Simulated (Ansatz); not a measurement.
The starting structures come from a database of crystals and need not be the phases stable at ambient conditions.

The decay constant κ of evanescent states in the gap governs leakage through a thin film.

Data:

```
CaZn2As2
1.0
    4.14855     0.00000     0.00000
    0.00000     7.00734     0.00000
    2.07427     0.00000     3.59275
Ca Zn As
1 2 2
Direct
  0.00000   0.00000   0.00000
  0.33333   0.36953   0.33333
  0.66667   0.63047   0.66667
  0.33333   0.73951   0.33333
  0.66667   0.26049   0.66667
```

Space group of this cell: P-3m1. The cell is taken as given; by PBEsol its mean pressure is -1.6 GPa.

Transport runs along the normal of the first two printed cell vectors, the (100) plane of the conventional cell.

The gap is the functional's own, uncorrected, and κ follows it; spin-orbit coupling is left out. Mid-gap values are interpolated between the computed energies.

Compute, with PBEsol in Ansatz (a first-principles code), the band gap and the smallest decay constant κ at mid-gap.

Gap 0.39 eV on a 8×4×8 mesh; κ = 0.048 1/Å, at the zone centre.
